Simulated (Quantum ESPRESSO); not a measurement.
Habitual settings against a tight run: ScGe2 (Cmcm, 6 atoms in the cell)

Self-consistent single point.

```yaml
crystal:
  lattice:
    - [1.89595, -7.41710, 0.00000]
    - [1.89595, 7.41710, 0.00000]
    - [0.00000, 0.00000, 3.72698]
  atoms:
    - { symbol: Sc, position: [0.89685, 0.10315, 0.75000] }
    - { symbol: Sc, position: [0.10315, 0.89685, 0.25000] }
    - { symbol: Ge, position: [0.55544, 0.44456, 0.75000] }
    - { symbol: Ge, position: [0.44456, 0.55544, 0.25000] }
    - { symbol: Ge, position: [0.25212, 0.74788, 0.75000] }
    - { symbol: Ge, position: [0.74788, 0.25212, 0.25000] }
```

Level of theory: LDA (PZ), GBRV 1.5 ultrasoft (LDA) pseudopotentials (plane waves; Quantum ESPRESSO 7.5).

Base settings: ecutwfc = 50 Ry; ecutrho = 400 Ry; occupations = smearing; smearing = fermi-dirac; degauss = 0.0073499 Ry; potentials = {Sc: sc_lda_v1.uspp.F.UPF, Ge: ge_lda_v1.4.uspp.F.UPF}; K_POINTS = automatic 5 5 5 0 0 0; conv_thr = 1e-10 Ry; mixing_beta = 0.4.

Tight run (finer mesh or higher cutoff; not a proven limit): ecutwfc: 50 Ry → 70 Ry; ecutrho: 400 Ry → 560 Ry; conv_thr: 1e-10 Ry → 7.3e-11 Ry; K_POINTS: automatic 5 5 5 0 0 0 → automatic 7 7 7 0 0 0. It gave Fermi level (on the code's own zero) 11.96 eV; pressure -0.54 GPa; largest force (vector length) 0.302 eV/Å.

Quick runs, as changes from the base:
- A: the base itself
- B: ecutwfc: 50 Ry → 60 Ry; ecutrho: 400 Ry → 480 Ry; pseudopotentials: {Sc: sc_lda_v1.uspp.F.UPF, Ge: ge_lda_v1.4.uspp.F.UPF} → {Sc: Sc_ONCV_PBE-1.0.oncvpsp.upf, Ge: ge_pbe_v1.4.uspp.F.UPF}; K_POINTS: automatic 5 5 5 0 0 0 → automatic 4 4 4 0 0 0; input_dft: default → pbesol [PBEsol]
- C: ecutwfc: 50 Ry → 25 Ry; ecutrho: 400 Ry → 200 Ry; K_POINTS: automatic 5 5 5 0 0 0 → automatic 2 2 2 0 0 0
- D: ecutwfc: 50 Ry → 30 Ry; ecutrho: 400 Ry → 240 Ry; conv_thr: 1e-10 Ry → 7.3e-06 Ry; K_POINTS: automatic 5 5 5 0 0 0 → automatic 1 1 1 0 0 0
- E: ecutwfc: 50 Ry → 35 Ry; ecutrho: 400 Ry → 280 Ry; K_POINTS: automatic 5 5 5 0 0 0 → automatic 4 4 4 0 0 0

Energies are extrapolated to zero smearing width, which holds to low order in the width alone (under cold and Methfessel-Paxton smearing the free energy itself is taken).

Dashes: energy of B, another energy zero; pressure of D, not trusted under this conv_thr with d or f elements; time of D, under 30 s.

† marks runs with another functional, U, potentials or spin treatment: their distance from the tight run is not a convergence error alone.

The count of work is k-points × plane waves × bands × iterations; it is no time. Core times come from one kind of shared machine and are given to one figure; runs under 30 s give none.

The starting cell comes from a database of computed structures (which also holds hypothetical and non-ambient phases and stackings), without a prior relaxation at this level. Its lattice was rescaled by a random factor within 2.5 % of one. Without a gap this mesh is coarse (it stands for a supercell whose shortest vector is 19 Å).

```tsv
run	energy less tight (meV/atom)	pressure less tight (GPa)	largest miss in a force vector (eV/Å)	count of work / tight	core time / tight (rough)
A	-0.9	-0.10	0.067	0.23	0.3
B†	–	3.33	0.114	0.28	0.3
C	1380.8	-66.85	0.405	0.022	0.05
D	1647.7	–	2.414	0.0025	–
E	21.0	-1.10	0.044	0.12	0.1
```

Among the runs at the tight run's level, the energy misses run from 0.9 to 1647.7 meV/atom.

Left out of this page: 1 run of the series outside the window shown, repeating another row's setting, or not comparable.
